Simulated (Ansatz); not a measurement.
For Pt3Ga (Pm-3m, No. 221, 4 atoms in the cell; start mp-11407), PBEsol in Ansatz (PAW) gives:

* **lattice parameter a**: 3.890 Å
* **bulk modulus B0**: 249 GPa

Task: What does r²SCAN (plane waves, PAW; Ansatz, a program for electronic structure) give for the same quantities?

Result: 
- lattice constant a: 3.908 Å (goes up by 0.5 %)
- bulk modulus: 240 GPa (falls by 3.6 %)

Changes are worked out from the printed values.

Unless a cell is named, each level is at its own relaxed cell (PBEsol 14.71, r²SCAN 14.92 Å³/atom).

Levels without +SOC leave out spin–orbit coupling, which shifts energies and cells of such heavy elements.

The crystal itself was run without spin with r²SCAN; a magnetic state was not tried in these runs.

Caveats: the bulk modulus is −V dP/dV from two relaxed cells at ±2 % in volume (PBEsol, r²SCAN); the relaxation could not lower the start's symmetry, so the cell can be a saddle point above a distorted one (PBEsol, r²SCAN). Ansatz's density-functional and Hartree–Fock values are scalar-relativistic unless marked +SOC, with PAW data made under PBE.

A start named mp-… is a Materials Project structure, which need not be a measured phase.
